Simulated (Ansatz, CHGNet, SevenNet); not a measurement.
## NbP (model structure, started from the NbAs type, I4₁md, No. 109, 4 atoms in the cell): properties by level of theory

| level (code) | lattice constant a (Å) | c axis length (Å) |
|---|---|---|
| CHGNet 0.3.0 | 3.340 | 11.591 |
| SevenNet-0 | 3.343 | 11.597 |
| PBE (Ansatz) | 3.347 | 11.426 |
| r²SCAN (Ansatz) | 3.340 | 11.448 |

Ansatz's density-functional and Hartree–Fock values are scalar-relativistic unless marked +SOC, with PAW data made under PBE.

The computed numbers hold no vibrational or temperature effects.

A model structure was made by putting elements into a prototype or built by hand; it is no filed structure, need not be a known phase, and can be a saddle point held by its symmetry.

Ansatz is an electronic-structure program.
